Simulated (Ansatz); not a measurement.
Consider the energy change from cell B to cell A (1 Cl replaced by I, in a slab cell with three atoms a plane). Reaction: cell B + I (Cmce) → cell A + 1/2 Cl2 (gas). A negative value means that the right-hand side lies lower.

Cell A: a slab of Cu (fcc, Fm-3m) cut along (111), 19 atoms, hexagonal cell of 4.36 Å (16.5 Å²), symmetry P31m within 0.02 Å, 12.5 Å thick under 16 Å of vacuum, in-plane vectors held at the crystal's; planes from bottom to top: Cu3 × 6 | I, its two faces unlike (dipole correction applied); added, foreign or displaced atoms, above the top plane: I bound to 3 Cu at 2.66 Å; spin state with PBE: run without spin, k-point mesh 12×12×1.
```
CELL_PARAMETERS angstrom
      4.36329     0.00000     0.00000
      2.18165     3.77872     0.00000
      0.00000     0.00000    28.40323
ATOMIC_POSITIONS crystal
  Cu 0.33333 0.00000 0.28109
  Cu 0.99937 0.33397 0.35379
  Cu 0.00097 0.00000 0.42625
  Cu 0.33333 0.00000 0.49949
  Cu 0.99734 0.33599 0.57149
  Cu 0.99616 0.00000 0.64382
  Cu 0.66667 0.33333 0.28081
  Cu 0.33333 0.66603 0.35379
  Cu 0.33333 0.33236 0.42625
  Cu 0.66667 0.33333 0.49846
  Cu 0.33333 0.66401 0.57149
  Cu 0.33333 0.33717 0.64382
  Cu 0.00000 0.66667 0.28081
  Cu 0.66730 0.00000 0.35379
  Cu 0.66569 0.66764 0.42625
  Cu 0.00000 0.66667 0.49846
  Cu 0.66933 0.00000 0.57149
  Cu 0.67050 0.66283 0.64382
  I  0.33333 0.00000 0.72177
```

Cell B: a slab of Cu (fcc, Fm-3m) cut along (111), 19 atoms, hexagonal cell of 4.36 Å (16.5 Å²), symmetry P31m within 0.02 Å, 12.2 Å thick under 16 Å of vacuum, in-plane vectors held at the crystal's; planes from bottom to top: Cu3 × 6 | Cl, its two faces unlike (dipole correction applied); added, foreign or displaced atoms, above the top plane: Cl bound to 3 Cu at 2.38 Å; spin state with PBE: run without spin, k-point mesh 12×12×1.
```yaml
crystal:
  lattice:
    - [4.36329, 0.00000, 0.00000]
    - [2.18165, 3.77872, 0.00000]
    - [0.00000, 0.00000, 28.10757]
  atoms:
    - { symbol: Cu, position: [0.33333, 0.00000, 0.28414] }
    - { symbol: Cu, position: [0.99939, 0.33394, 0.35765] }
    - { symbol: Cu, position: [0.00079, 0.00000, 0.43087] }
    - { symbol: Cu, position: [0.33333, 0.00000, 0.50482] }
    - { symbol: Cu, position: [0.99720, 0.33613, 0.57761] }
    - { symbol: Cu, position: [0.99589, 0.00000, 0.65057] }
    - { symbol: Cu, position: [0.66667, 0.33333, 0.28394] }
    - { symbol: Cu, position: [0.33333, 0.66606, 0.35765] }
    - { symbol: Cu, position: [0.33333, 0.33255, 0.43087] }
    - { symbol: Cu, position: [0.66667, 0.33333, 0.50386] }
    - { symbol: Cu, position: [0.33333, 0.66387, 0.57761] }
    - { symbol: Cu, position: [0.33333, 0.33744, 0.65057] }
    - { symbol: Cu, position: [0.00000, 0.66667, 0.28394] }
    - { symbol: Cu, position: [0.66727, 0.00000, 0.35765] }
    - { symbol: Cu, position: [0.66588, 0.66745, 0.43087] }
    - { symbol: Cu, position: [0.00000, 0.66667, 0.50386] }
    - { symbol: Cu, position: [0.66947, 0.00000, 0.57761] }
    - { symbol: Cu, position: [0.67078, 0.66256, 0.65057] }
    - { symbol: Cl, position: [0.33333, 0.00000, 0.71690] }
```

Reference: I (Cmce), 4 atoms in the cell, k-point mesh 10×10×4 on the run's own vectors. Conventional cell: a = 7.349 Å, b = 4.487 Å, c = 9.651 Å, α = β = γ = 90.00°.

Reference: an isolated Cl2 molecule (singlet) in a box of 11 × 11 × 14 Å.

Plane-wave PAW calculations with Ansatz (a quantum-chemistry and plane-wave program), its PAW set soft_1, cutoff 420 eV, 500 eV for r2SCAN. The structures are at rest with PBE+D3(BJ), within the held lattices; other levels are single points on them. Neutral cells; Fermi-Dirac smearing of at most 0.10 eV in the solids, energies taken to zero width. The lattices are those relaxed with PBE+D3(BJ), so at other levels the solids can be strained, which adds to the spread. A dispersion term (D3(BJ), or D4 for r2SCAN) was computed beside these levels and is taken off wherever the name lacks it. Space groups of crystals are read within 0.01 Å. Nuclei at rest; no vibrational terms. No structure search was made; lower ones may exist. The runs are scalar-relativistic, without spin-orbit coupling. No Hubbard U is applied. Values are for these cell sizes. Cell A has symmetry P31m within 0.02 Å and got no random move, so less symmetric positions, which may lie lower, weren't tried. Cell B has symmetry P31m within 0.02 Å and got no random move, so less symmetric positions, which may lie lower, weren't tried.

Question: Estimate the value that r2SCAN+D4 returns for this input.

Answer: 0.63 eV, for cell B + I (Cmce) → cell A + 1/2 Cl2 (gas).

Question: How does the value move with the functional?

Answer: 
```csv
Functional,value (eV),less r2SCAN+D4
PBE,0.47,-0.16
PBE+D3(BJ),0.52,-0.11
r2SCAN,0.60,-0.03
```

The levels shown span 0.16 eV, from PBE (0.47) to r2SCAN+D4 (0.63).
